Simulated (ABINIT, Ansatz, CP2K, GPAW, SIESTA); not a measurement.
Code comparison for AlN (F-43m, 2 atoms in the cell)

Band-structure calculation.

```xyz
2
Lattice="0.0000 2.1840 2.1840 2.1840 0.0000 2.1840 2.1840 2.1840 0.0000" Properties=species:S:1:pos:R:3 pbc="T T T"
Al     0.0000     0.0000     0.0000
N      3.2760     3.2760     3.2760
```

Shared settings, as Ansatz (an electronic-structure program) writes them: kpoints.mp_grid.grid = 9 9 9; scf.occupations.method = fixed. Potentials and cutoffs stand in the table.

| code | model | gap along the path (eV) | smallest direct gap (eV) | cutoff |
|---|---|---|---|---|
| CP2K | PBE, GPW, DZVP-MOLOPT-SR-GTH basis, GTH-PBE potentials (GTH_POTENTIALS) | 3.32 | 4.38 | grid 400 Ry |
| GPAW | PBE, GPAW PAW datasets PBE (gpaw-data 1.0.1) | 3.31 | 4.21 | 950 eV |
| Ansatz | PBE, default PAW files | 3.33 | 4.19 | default |
| SIESTA | GGA PBE, numerical atomic orbitals DZP, PseudoDojo PBE standard norm-conserving potentials (rewritten from UPF to PSML) | 3.30 | 4.41 | grid 350 Ry |
| ABINIT | PBE, PAW (JTH v2.0 PBE PAW) | 3.30 | 4.17 | 26 Ha |

The spread over the programs that give each value: gap along the path within 0.03 eV; smallest direct gap within 0.24 eV.

CP2K and SIESTA use small atom-centred bases, whose incompleteness enters pressures, forces and empty levels differently from a plane-wave cutoff.

The starting cell comes from a database of computed structures (which also holds hypothetical and non-ambient phases and stackings), without a prior relaxation at this level.

Left out of this page: Quantum ESPRESSO, Elk and FLEUR (not drawn, or without a comparable value).

Keys are those of Ansatz 0.2.
